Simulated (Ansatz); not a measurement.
Structure of amorphous Si20P2O45 (periodic cell):

```xyz
67
Lattice="9.8802 0.0000 0.0000 0.0000 9.8802 0.0000 0.0000 0.0000 9.8802" Properties=species:S:1:pos:R:3 pbc="T T T"
Si     6.8110     7.2378     5.1561
Si     6.3217     2.6230     9.3833
Si     9.4026     2.6480     2.4042
Si     3.2215     0.9513     6.8959
Si     4.7393     9.7146     9.1588
Si     1.6545     6.4111     5.6726
Si     7.1663     3.3926     7.3075
Si     1.2989     2.5619     8.4352
Si     6.5256     3.3383     2.6777
Si     3.0883     9.4630     2.0460
Si     5.1846     2.5577     5.2339
Si     4.4144     5.4436     5.9651
Si     6.2716     6.4276     2.3338
Si     0.3734     1.0437     6.3164
Si     9.7846     3.9753     6.2526
Si     9.5621     8.4937     4.6933
Si     1.0374     4.6261     0.6495
Si     3.2642     6.6281     1.2923
Si     7.0587     7.7863     8.2120
Si     8.3693     6.5925     9.8197
P      2.8096     6.1189     8.3794
P      0.3474     0.4362     2.2915
O      4.2968     3.8762     5.6549
O      2.8275     7.8341     2.2463
O      5.8475     3.7859     8.2688
O      2.8138     2.1787     7.9288
O      1.9050     0.5781     6.0019
O      1.0890     7.7478     4.9771
O      8.5097     8.0889     9.0356
O      3.9747     9.5429     0.6710
O      3.3828     0.4454     3.2781
O      1.1504     3.0120     0.1107
O      0.6751     1.6836     3.2144
O      3.1136     7.1356     9.5206
O      8.2689     4.4309     6.6726
O      1.7823     6.7136     7.3398
O      6.1785     7.4775     3.6303
O      9.7868     2.4683     5.5979
O      6.6383     2.6044     5.9834
O      1.4653     9.8221     1.3941
O      4.8662     6.3574     1.4900
O      6.3712     3.0641     1.0675
O      7.1756     6.1808     8.6978
O      0.3470     1.2879     7.9458
O      5.4416     2.5790     3.6208
O      9.7455     5.7113     0.0311
O      3.7464     9.6142     7.8534
O      6.8301     8.0754     6.5969
O      9.1355     1.2037     1.4444
O      9.6192     9.1433     3.1386
O      4.4081     1.2948     5.8533
O      9.2979     9.7273     5.7248
O      6.4614     4.9340     2.9597
O      3.1831     6.1661     5.1621
O      0.0697     4.0773     1.9646
O      8.4151     7.3439     4.7755
O      2.2209     5.3956     1.5619
O      7.9993     2.8235     3.1699
O      7.7787     2.4615     8.5641
O      4.1208     5.8526     7.5685
O      2.3191     4.8790     9.0706
O      7.5881     6.7401     1.3970
O      5.9246     5.9294     5.6332
O      0.7550     3.8467     7.5955
O      5.4538     1.2898     9.2088
O      5.8697     8.5614     8.9857
O      0.6434     5.1583     5.3849
```

All values below come from PBE (plane waves to 420 eV, PAW; Ansatz, a first-principles code).

Preparation: random packing, a CHGNet melt and quench, and a DFT relaxation. O atoms were pushed apart under 1.9 Å during the dynamics, to hinder bonds among them. It is a model cell: composition and starting density were chosen by hand, and all elements were melted together. No dispersion term was used. Its density started from a set value of 2.26 and ended at 2.31 g/cm³. The quench (nominally 1100 K/ps over its main leg) was far faster than any real one, so the model tends to hold more defects than a real film. Values belong to this one cell and scatter from quench to quench. The volume was free in the relaxation, at fixed shape. Stress components on the final sampling reach 1.3 GPa.

Bonds are counted up to Si-Si 2.60 Å, Si-P 2.55 Å, Si-O 2.08 Å, P-P 2.50 Å, P-O 2.08 Å, O-O 1.58 Å. Two cations that share two anions don't count as bonded, nor two that share one unless they lie closer than Si-Si 2.38 Å, Si-P 2.33 Å, P-P 2.29 Å.

### Question
Give the coordination numbers, mean bond lengths and angles.

### Answer

The mean coordination of Si by anions is 4.05 (19 with 4, 1 with 5) and the mean coordination of P by anions is 4.00 (2 with 4). The mean coordination of O is 1.98 (1 with 1, 44 with 2), the mean Si-O bond comes out as 1.652 Å (spread 0.051 Å, 81 counted) and the mean P-O bond is 1.557 Å (spread 0.029 Å, 8 counted). The bond angle at Si is mean 109.2°, spread 10.4° and the bond angle at P is mean 109.4°, spread 5.5°. The bond angle at O is mean 131.1°, spread 20.9°.

### Question
Which atoms depart from the most common coordination of their element?

### Answer
Si17 has 5 (O57 1.68 Å, O32 1.71 Å, O46 1.71 Å, O55 1.72 Å, O61 1.96 Å); O31 has 1 (Si10 1.53 Å).

### Question
List the pairs of like atoms that count as bonded by the rules above.

### Answer
There are none by these rules.
